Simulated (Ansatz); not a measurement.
Seebeck coefficient (μV/K, mean over directions) of p-type SrO (Fm-3m) against carrier density, r2SCAN, rigid bands (Ansatz, a first-principles code). Computed gap 3.79 eV; densities at which minority carriers matter at this gap, or further valleys turn the trend, are left out. Conductivity mass 1.39 mₑ (harmonic mean over directions), N_v = 2.9e20 cm⁻³ at 300 K.

```
hole density  300 K  500 K
------------  -----  -----
1e16 cm⁻³      1137      ?
1e17 cm⁻³       938   1037
1e18 cm⁻³       740    838
3e18 cm⁻³       646    744
1e19 cm⁻³         ?    640
3e19 cm⁻³         ?    546
1e20 cm⁻³       349    443
3e20 cm⁻³       265    351
1e21 cm⁻³       188    256
```

Task: What belongs in the gaps?

Result: 
- 1e16 cm⁻³, 500 K: 1235
- 1e19 cm⁻³, 300 K: 542
- 3e19 cm⁻³, 300 K: 449

Rigid bands with a gap fixed in temperature, one relaxation time for all states, no polarons or phonon drag, and whether or not such doping can be reached. Spin-orbit coupling is left out; where it splits the top of the valence band, N_v and the p-type Seebeck coefficient come out somewhat high without it. Geometry: cell and atoms relaxed with PBEsol.
